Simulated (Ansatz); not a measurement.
Abridged Ansatz (a first-principles code) output:

```
Pseudopotential: Al, paw, valence charge 3
Pseudopotential: Os, paw, valence charge 16
Crystal: 2 atoms, lattice volume = 26.805 Å³
Basis set: ecut = 420 eV, 515 PW (Γ), exchange–correlation on 48×48×48 points (8 copies of the dense FFT grid, shifted against one another)
Bands: 14, of which v1, the nominal top of the filled ones, is band 10 counted from 1 (9 counted from 0)
Symmetry: 48 space group operations
k-points: 120 of 3375
Functional: x = pbesol(κ = 0.804, μ = 0.12345679012345678), c = pbesol(β = 0.046)
SCF iter   1: F=—  HF=-11776.323910 eV  |F-HF|=—  |Δ(HF+E_count)|=         —  Δρ=5.42e-3  dr2=5.35e-3  ethr=1.77e-3  ⟨swp⟩=4.6  Hψ=8128  notcnv=0
SCF iter   2: F=—  HF=-11776.323455 eV  |F-HF|=—  |Δ(HF+E_count)|=   4.54e-4  Δρ=3.19e-3  dr2=2.21e-3  ethr=2.81e-5  ⟨swp⟩=1.0  Hψ=2643  notcnv=0  defer=1
SCF 1 converged in 6 iterations: F = -11776.322922 eV  dr2 = 3.15e-11
SCF converged after 6 iterations
Free energy (F): -11776.322922 eV
Internal energy: -11776.312619 eV  (E = F + TS)
E sigma→0 (E₀):  -11776.317770 eV
Entropy (-TS):   -0.010304 eV (-5.152 meV/atom)
Fermi energy:    17.602001 eV
--- Forces (eV/Å), atoms counted from 1 ---
  atom   1  Al    -0.00000000     0.00000000     0.00000000
  atom   2  Os     0.00000000    -0.00000000    -0.00000000
--- Stress (GPa, compression-positive) ---
       -0.000176      -0.000000       0.000000
       -0.000000      -0.000176       0.000000
       -0.000000       0.000000      -0.000176
  P = ⅓ Tr σ = -0.0002 GPa (-0.002 kbar)
```

Problem. What was computed, and what are the main results?

Solution. AlOs, 2 atoms in the cell, with PBEsol (Ansatz, PAW, spin-orbit coupling left out). The last SCF converged to F = -11776.322922 eV, or -5888.1615 eV per atom, at a pressure of 0.00 GPa. The total energy compares only with runs of the same code, potentials and settings.

No phonon test of stability was made. The final runs are not spin-polarised. The cell is AlOs in the CsCl type structure (space group Pm-3m, No. 221; a cell from a computed database, its experimental status unchecked).
